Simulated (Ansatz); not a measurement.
# Thickness series in hypothetical diamond Ga

Take Ga in the diamond structure (space group Fd-3m, No. 227; a = 5.884 Å; a hypothetical phase, not in the database extracts checked) as the base. Axes: x, y, z lie along the cube axes.

Free-standing slabs (2 atom(s) a layer) normal to [110] with 15 Å of vacuum; in-plane cell held at bulk.

Method: plane-wave PAW DFT at the PBE level (Ansatz, an electronic-structure program, 420 eV), scalar-relativistic without spin-orbit coupling.

Notes on the quantities. excess energy per area of both faces: slab less bulk energy over the cell's area: twice a surface energy; uncertain by up to 0.09 J/m²; layer's space group: with vacuum.

```tsv
change	excess energy per area of both faces	layer's space group	shortest interatomic distance	thickness between the outermost nuclei
base	–	–	4.815 bohr	–
1 layer	–	Pmma (No. 51)	4.889 bohr	–
2 layers	0.94 J/m²	Pmna (No. 53)	4.579 bohr	1.83 Å
3 layers	0.91 J/m²	Pmma (No. 51)	4.491 bohr	3.49 Å
4 layers	0.89 J/m²	Pmna (No. 53)	4.722 bohr	5.96 Å
5 layers	0.9 J/m²	Pmma (No. 51)	4.605 bohr	7.48 Å
6 layers	0.9 J/m²	Pmna (No. 53)	4.666 bohr	9.98 Å
7 layers	0.9 J/m²	Pmma (No. 51)	4.665 bohr	11.88 Å
```

Slab and bulk use different k-meshes, which limits the precision of the excess energy. Stability against distortions was not tested.
